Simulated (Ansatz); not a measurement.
Start from CaO in the rock salt structure (space group Fm-3m, No. 225; a = 4.7671 Å).

All numbers come from PBEsol in Ansatz (plane waves to 420 eV, PAW, scalar-relativistic without spin-orbit coupling).

Strains are applied to the cell and any free atomic positions relax.

One change was made to it. Results:

| quantity | base | after |
|---|---|---|
| energy relative to the base (free energy F) | 0 meV/atom | +1.1 meV/atom |
| valley order (the lowest conduction-band minima on the path, energy above the VBM, named in the base's zone) | X along ⟨100⟩ 3.54 eV; Γ 4.78 eV | X along ⟨100⟩ 3.55 eV; Γ 4.66 eV |
| hole mass (degenerate bands, along [100]) | 0.34, 2.8, 2.8 mₑ (at Γ) | 0.37, 2.8, 2.8 mₑ (at Γ) |

Task: Which of these changes matches the shifts?
A) isotropic strain +2.50 %
B) isotropic strain +3.00 %
C) isotropic strain +0.50 %

Result: C, isotropic strain +0.50 %. For comparison, the valley order in the other runs: isotropic strain +3.00 % gives X along ⟨100⟩ 3.57 eV; Γ 4.08 eV; isotropic strain +2.50 % gives X along ⟨100⟩ 3.57 eV; Γ 4.19 eV.

The levels and masses belong to the bands next to the band gap. Masses are band curvatures over ±0.01 Å⁻¹ around the edge. No phonon test of stability was made.

Ansatz is an electronic-structure program.
